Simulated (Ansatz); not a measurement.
Base system: TaSi2 (space group P6_222, No. 180).

```xyz
9
Lattice="4.8030 0.0000 0.0000 -2.4015 4.1595 0.0000 0.0000 0.0000 6.6034" Properties=species:S:1:pos:R:3 pbc="T T T"
Ta     2.4015     0.0000     0.0000
Ta     1.2007     2.0798     2.2011
Ta    -1.2007     2.0798     4.4023
Si     0.0000     1.3230     0.0000
Si     3.6573     0.6615     2.2011
Si     1.2558     3.4980     4.4023
Si     2.4015     2.8365     0.0000
Si    -1.2558     3.4980     2.2011
Si     1.1457     0.6615     4.4023
```

Cartesian axes are those of the cell as printed.

Computed with Ansatz (a quantum-chemistry and plane-wave program), PBE, PAW, cutoff 420 eV, spin-orbit coupling left out.

Now apply this change: the cell is scaled by 1.0290 in all directions, atoms relaxed at fixed cell.

Q: Predict the stress tensor and what it implies for the stiffness.

A: Stress of the strained cell less that of the base (GPa, compression positive):
```
  -12.3     0.0     0.0
    0.0   -12.3     0.0
    0.0     0.0   -15.0
```

Then B = −ΔP/(ΔV/V₀) with ΔV/V₀ = 0.0895 gives secant stiffness values (nonlinear terms included at this strain): B (at held cell shape, above the free-shape value) ≈ 147 GPa.

As a check, the harmonic strain energy −½ V₀ Δσ:ε is 53 meV/atom; the computed energy rise is 58 meV/atom.

Stability against distortions was not tested. All final runs are without spin polarisation. An odd electron count without spin: TaSi2.
